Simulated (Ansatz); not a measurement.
# InSb under a change: uniaxial strain ε_zz = −3.00 %

Start from InSb in the zinc blende structure (space group F-43m, No. 216; a = 6.519 Å). Axes: x, y, z lie along the cube axes.

Now apply this change: the cell is compressed by 3.00 % along z with no lateral relaxation; the atoms relax in the strained cell.

Method: Ansatz (an electronic-structure program), PBEsol, PAW, cutoff 420 eV, no spin-orbit coupling. k-mesh 12×12×12 (Γ-centred); smearing 0.05 eV (Fermi–Dirac).

| quantity | base | changed | shift |
|---|---|---|---|
| volume per atom | 34.63 Å³ | 33.59 Å³ | -1.04 Å³ |
| space group | F-43m (No. 216) | I-4m2 (No. 119) | – |
| energy relative to the base (free energy F) | 0 meV/atom | +6.1 meV/atom | +6.1 meV/atom |
| pressure (mean of the normal stresses, compression positive) | 0.0 GPa | 1.4 GPa | +1.4 GPa |
| band gap (uncertain: the edges found look like a band crossing or inverted bands; the changed cell) | zero | 0.08 eV | – |
| stress (xx, yy, zz, yz, xz, xy; compression positive) (rough) | – | (1.1, 1.1, 1.9, 0.0, 0.0, 0.0) GPa | – |

Cost of the whole job for the changed cell (relaxation, final SCF and bands): very roughly 50 core-seconds.

Without a gap, meshes like the base's 12×12×12 leave anisotropic stresses uncertain by several tenths of a GPa, and small strain energies with them. Spin-orbit coupling, missing from the scalar runs, can matter with Sb. Whether these cells are dynamically stable was not tested. All final runs are without spin polarisation. The zero or small gap of InSb can change with the level of theory.
